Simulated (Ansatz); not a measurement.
The starting structures come from a database of crystals and need not be the phases stable at ambient conditions.

 Where the default PAW files enter, the runs use the earlier of Ansatz's two default sets.

The decay constant κ of evanescent states in the gap governs leakage through a thin film.

Here is the system:

```yaml
crystal:
  lattice:
    - [4.57074, 0.00000, 0.00000]
    - [0.00000, 4.57074, 0.00000]
    - [2.28537, 2.28537, 3.23200]
  atoms:
    - { symbol: Mg, position: [0.00000, 0.00000, 0.00000] }
    - { symbol: Te, position: [0.25000, 0.75000, 0.50000] }
```

Space group of this cell: F-43m, zinc blende. The cell is taken as given; by LDA its mean pressure is -1.6 GPa.

Transport runs along the normal of the first two printed cell vectors, the (001) plane of the conventional cell.

The gap is the functional's own, uncorrected, and κ follows it; spin-orbit coupling is left out. Mid-gap values are interpolated between the computed energies.

### Question
Estimate the band gap and the smallest decay constant κ at mid-gap that LDA (Ansatz, a program for electronic structure) returns for this system.

### Answer
Gap 2.18 eV on a 10×10×10 mesh; κ = 0.154 1/Å, at the zone centre.
